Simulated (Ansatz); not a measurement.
We consider WB (model structure, started from the rocksalt type, Fm-3m, No. 225, 2 atoms in the cell), described by r²SCAN (PAW; Ansatz, an electronic-structure program).

Numerical settings: plane-wave cutoff 560 eV, 20×20×20 k mesh, Fermi–Dirac smearing 0.05 eV, no spin polarisation, scalar-relativistic PAW data made under PBE.

Cell (relaxed at this level):

```
CELL_PARAMETERS angstrom
      0.00000     2.22591     2.22591
      2.22591     0.00000     2.22591
      2.22591     2.22591     0.00000
ATOMIC_POSITIONS crystal
  B  0.00000 0.00000 0.00000
  W  0.50000 0.50000 0.50000
```

### Question
Predict the bulk modulus B0.

### Answer

- bulk modulus B0: 318 GPa

Note: the run has no spin polarisation, so it can have missed a magnetic state; the bulk modulus is −V dP/dV from two relaxed cells at ±2 % in volume; the relaxation could raise the start's symmetry but not lower it, so the cell can be a saddle point.

Spin–orbit coupling is not included; it can open a gap where bands touch, and shift volumes and moduli.

Computed values are for the static lattice.

Cost on a shared machine: about 50 core-seconds (a rough figure).

A model structure was made by putting elements into a prototype or built by hand; it is no filed structure, need not be a known phase, and can be a saddle point held by its symmetry.
